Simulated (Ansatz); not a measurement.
# Ni on the 1x1 (0001) surface of hcp Ru, one in a 2x2 cell, started at the site 'hollow Ru-Ru-Ru'

Level of theory: PBE (plane waves to 420 eV, PAW; Ansatz, a program for electronic structure).

Model: 17-atom slab, 6.3 Å thick at the start under the adsorbate (thin: gaps and levels are the slab's own), 6x6x1 mesh, Fermi-Dirac 0.1 eV, dipole correction, 8 atoms held, the rest relaxed; held to the start's symmetry, so lower structures may exist; spin-polarised, no spin-orbit, no U, no dispersion correction. The starting moment vanished. At the end it is bonded to 3 Ru. In PBE it is, or lies within 0.03 eV of, the lowest of the starts that converged.

| Property | Value |
|---|---|
| adsorption energy against an atom of fcc Ni, ferromagnetic | 0.82 eV |
| work function of the top face | 4.12 eV |
| change of the work function | -0.88 eV |
| change of the step from the bottom to the top vacuum level, against the clean slab | -0.91 eV |
| energy released by relaxation | 0.63 eV |
| height of the binding atom over the mean of the host atoms within 0.3 Å of the top one | 1.754 Å |
| magnetic moment of the cell | 0.00 μB |
| nearest host atoms of the binding atom | Ru at 2.41 Å, Ru at 2.41 Å, Ru at 2.41 Å |
| largest move of a host atom | 0.09 Å |
| cost | very roughly 17 core-minutes |

A negative adsorption energy means that the adsorbate is more stable on the surface than in its reference.
